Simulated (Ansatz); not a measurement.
Be2Si, response to strain

Take Be2Si (space group Fm-3m, No. 225; a = 5.284 Å; a model cell, its experimental status unchecked; relaxed with 0.1 eV smearing) as the base. Axes: x, y, z lie along the cube axes.

Strains are applied to the cell and any free atomic positions relax; under biaxial strain the out-of-plane vector relaxes too; under stress the whole cell relaxes.

Level of theory: PBE, PAW, 420 eV (Ansatz, a program for electronic structure; without spin-orbit coupling).

Notes on the quantities. energy relative to the base: free energy F; pressure: mean of the normal stresses, compression positive.

| variant | energy relative to the base | pressure | volume per atom | space group |
|---|---|---|---|---|
| base | 0 meV/atom | 0.0 GPa | 12.29 Å³ | Fm-3m (No. 225) |
| biaxial strain −0.83 %, plane normal [001], relaxed out of plane | +0.7 meV/atom | 0.7 GPa | 12.20 Å³ | I4/mmm (No. 139) |
| biaxial strain +0.87 %, plane normal [001], relaxed out of plane | +0.7 meV/atom | -0.7 GPa | 12.37 Å³ | I4/mmm (No. 139) |
| biaxial strain +0.93 %, plane normal [001], relaxed out of plane | +0.8 meV/atom | -0.7 GPa | 12.38 Å³ | I4/mmm (No. 139) |
| isotropic strain −1.50 % | +8.0 meV/atom | 4.9 GPa | 11.75 Å³ | Fm-3m (No. 225) |
| isotropic strain +0.51 % | +0.9 meV/atom | -1.5 GPa | 12.48 Å³ | Fm-3m (No. 225) |
| isotropic strain +5.30 % | +84 meV/atom | -11.6 GPa | 14.35 Å³ | Fm-3m (No. 225) |
| uniaxial strain ε_xx = +0.71 % | +0.3 meV/atom | -0.7 GPa | 12.38 Å³ | I4/mmm (No. 139) |
| uniaxial stress, 2 GPa compression along z | +2.2 meV/atom | – | 12.21 Å³ | I4/mmm (No. 139) |
| tensor shear ε_xz = −2.27 % | +6.1 meV/atom | 0.0 GPa | 12.29 Å³ | Immm (No. 71) |

Beyond what the load breaks, stability against distortions was not tested. The final runs are not spin-polarised.
